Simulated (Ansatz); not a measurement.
Take Zr in the hcp (Mg type) structure (space group P6_3/mmc, No. 194; a = 3.230 Å, c = 5.179 Å; relaxed with 0.1 eV smearing) as the base. Axes: x lies along a and z along c of the hexagonal cell.

Level of theory: Ansatz (a program for electronic structure), PBE, PAW, cutoff 420 eV, scalar-relativistic without spin-orbit coupling.

Now apply this change: an isotropic linear strain of +1.25 %; the atoms relax in the strained cell.

**Question.** Predict the stress tensor and what it implies for the stiffness.

**Answer.** Stress of the strained cell less that of the base (GPa, compression positive):
```
   -3.2     0.0     0.0
    0.0    -3.2     0.0
    0.0     0.0    -3.4
```

Then B = −ΔP/(ΔV/V₀) with ΔV/V₀ = 0.0380 gives secant stiffness values (nonlinear terms included at this strain): B (at held cell shape, above the free-shape value) ≈ 86 GPa.

As a check, the harmonic strain energy −½ V₀ Δσ:ε is 9.0 meV/atom; the computed energy rise is 9.3 meV/atom.

Whether these cells are dynamically stable was not tested. All final runs are without spin polarisation.
